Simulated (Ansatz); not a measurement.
Tunnelling through a barrier is set by its complex band structure: the current falls as exp(−2κd) with the smallest κ.

```
CELL_PARAMETERS angstrom
      5.52339     0.00000     0.00000
      2.76169     5.43166     0.00000
      2.76169    -0.46806     1.52422
ATOMIC_POSITIONS crystal
  Ga 0.83425 0.49908 0.49908
  Ga 0.66759 0.99908 0.99908
  N  0.45741 0.87592 0.87592
  N  0.29075 0.37592 0.37592
```

Space group of this cell: P6_3mc, wurtzite. The cell is taken as given; by r2SCAN its mean pressure is -1.0 GPa.

Transport runs along the normal of the first two printed cell vectors, the (111) plane of the conventional cell.

The gap is the functional's own. No spin-orbit coupling. Mid-gap values are interpolated on the energy grid.

### Question
Estimate the band gap and the smallest decay constant κ at mid-gap that r2SCAN (Ansatz, an electronic-structure program) returns for this system.

### Answer
Gap 2.31 eV on a 20×20×20 mesh; κ = 0.163 1/Å, at the zone centre.
